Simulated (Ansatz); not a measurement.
Band structure of C (P6_3/mmc, 4 atoms in the cell).

```xyz
4
Lattice="2.4207 0.0000 0.0000 -1.2103 2.0964 0.0000 0.0000 0.0000 7.6556" Properties=species:S:1:pos:R:3 pbc="T T T"
C      0.0000     0.0000     1.9139
C      0.0000     0.0000     5.7417
C      0.0000     1.3976     1.9139
C      1.2103     0.6988     5.7417
```

Computed with PBE, PAW files (plane waves; Ansatz, an electronic-structure program).

Settings: basis.ecutwfc = 420 eV; kpoints.mp_grid.grid = 15 15 5; hamiltonian.xc = pbe; hamiltonian.pseudopotentials = {kind: paw} (an earlier, softer set of the program's PAW files); scf.occupations.method = cold; scf.occupations.width = 0.1 eV; kpoints.band_path.npoints = 16.

The starting cell comes from a database of computed structures (which also holds hypothetical and non-ambient phases and stackings), without a prior relaxation at this level. Its lattice was rescaled by a random factor within 2.5 % of one.

Levels in eV from the Fermi level, bands 5 to 11:
| point | 5 | 6 | 7 | 8 | 9 | 10 | 11 |
|---|---|---|---|---|---|---|---|
| Γ | -3.02 | -3.02 | -3.02 | -3.02 | 3.26 | 7.69 | 8.69 |
| M | -6.60 | -6.58 | -2.64 | -2.34 | 1.54 | 1.93 | 7.86 |
| K | -10.99 | -10.99 | -0.28 | -0.01 | -0.01 | 0.28 | 10.85 |
| A | -3.02 | -3.02 | -3.02 | -3.02 | 5.01 | 5.01 | 8.70 |
| L | -6.59 | -6.59 | -2.48 | -2.48 | 1.69 | 1.69 | 7.92 |
| H | -10.99 | -10.99 | -0.01 | -0.01 | -0.01 | -0.01 | 10.40 |

No band crosses the Fermi level by more than 0.03 eV along this path.

Keys are those of Ansatz 0.2.
